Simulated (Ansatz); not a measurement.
A relaxation of the atoms of Zr2Au (I4mm, 3 atoms in the cell) with Ansatz (an electronic-structure program).

Method of the run: LDA (PW92), default PAW files made with PBE (plane waves; Ansatz).

The change in words: one atom moved by 0.15 angstrom; relax: default → atoms; relax.f_tol: default → 0.2 eV/Å. Reference geometry:
```yaml
crystal:
  lattice:
    - [-1.65513, 1.65513, 5.84295]
    - [1.65513, -1.65513, 5.84295]
    - [1.65513, 1.65513, -5.84295]
  atoms:
    - { symbol: Zr, position: [0.65970, 0.65970, 0.00000] }
    - { symbol: Zr, position: [0.34030, 0.34030, 0.00000] }
    - { symbol: Au, position: [0.00000, 0.00000, 0.00000] }
```

Reference input (self-consistent single point, DFT, LDA (PW92), plane waves, default PAW files made with PBE): basis.ecutwfc = 420 eV; kpoints.mp_grid.grid = 12 12 12; hamiltonian.xc = lda; hamiltonian.pseudopotentials = {kind: paw} (the program's default PAW files); scf.occupations.method = fermi_dirac; scf.occupations.width = 0.1 eV. This run's input differs from it in these lines:

```diff
@@ -6,3 +6,3 @@
   atoms:
-    - { symbol: Zr, position: [0.659700, 0.659700, 0.000000] }
+    - { symbol: Zr, position: [0.672536, 0.672536, 0.000000] }
     - { symbol: Zr, position: [0.340300, 0.340300, 0.000000] }
@@ -18,2 +18,4 @@
   occupations: { method: fermi_dirac, width: 0.1 }
+relax:
+  f_tol: 0.2
 output:
```

Output, abridged:

```
   [... SCF lines of the steps left out ...]
relax step   1: F+E_penalty+E_count = -21021.04956832 eV  Δ(F+E_penalty+E_count) = +0.000e0 eV  max|allowed force component| = 1.147e0 eV/Å  Δτ_max = 0.0000 Å  (6 SCF iters, dr2 threshold 1.00e-4 eV, accepted)
relax step   2: F+E_penalty+E_count = -21021.01714304 eV  Δ(F+E_penalty+E_count) = +3.243e-2 eV  max|allowed force component| = 1.198e0 eV/Å  Δτ_max = 0.1950 Å  (6 SCF iters, dr2 threshold 8.22e-5 eV, rejected (line search))
relax step   3: F+E_penalty+E_count = -21021.13942892 eV  Δ(F+E_penalty+E_count) = -8.986e-2 eV  max|allowed force component| = 8.052e-2 eV/Å  Δτ_max = 0.0957 Å  (8 SCF iters, accepted)
the relaxation is at rest under the 8 symmetry operations that the run kept from its start: a minimum is not shown …
Free energy (F): -21021.139429 eV
Internal energy: -21021.075606 eV  (E = F + TS)
E sigma→0 (E₀):  -21021.107517 eV
Entropy (-TS):   -0.063823 eV (-21.274 meV/atom)
Fermi energy:    15.535312 eV
--- Forces (eV/Å), atoms counted from 1 ---
  atom   1  Zr     0.00000000     0.00000000     0.00565986
  atom   2  Zr    -0.00000000    -0.00000000    -0.08050306
  atom   3  Au     0.00000000    -0.00000000     0.07489292
--- Stress (GPa, compression-positive) ---
       -7.915679       0.000000       0.000000
        0.000000      -7.915679       0.000000
   [... lines left out ...]
  F+E_penalty+E_count = -21021.13942892 eV   max|allowed force component| = 8.052e-2 eV/Å
  atoms:
    - { symbol: Zr, position: [0.6643432410458996, 0.6643432410458996, 4.848382455294163e-35] }
    - { symbol: Zr, position: [0.3466251157060394, 0.3466251157060394, -5.333220700823579e-35] }
    - { symbol: Au, position: [0.0018676432480608984, 0.0018676432480608984, 4.848382455294163e-36] }
```

The run converged.  The full log also holds: “iter 5 did not close the SCF: its close was put off for the readings that it lacked (scf_convergence_deferred on its scf_iter line)”.

Summary of the result:
| Property | Value |
|---|---|
| Free energy E − TS (on the zero of these files) | -21021.1394 eV |
| Fermi level (on the code's own zero) | 15.54 eV |
| Pressure | -7.93 GPa |
| Largest force (vector length) | 0.081 eV/Å |
| Relaxation steps | 3 |

The starting cell comes from a database of computed structures (which also holds hypothetical and non-ambient phases and stackings), without a prior relaxation at this level. Its lattice was rescaled by up to half a per cent. For this run, on top of that: one atom moved by 0.15 angstrom. The relaxation keeps the symmetry of its start, so its end need not be a minimum. Ansatz's pressure includes its estimate of the finite-basis (Pulay) stress.

Cost on one core of a shared machine: roughly 80 s.

Keys are those of Ansatz 0.2.
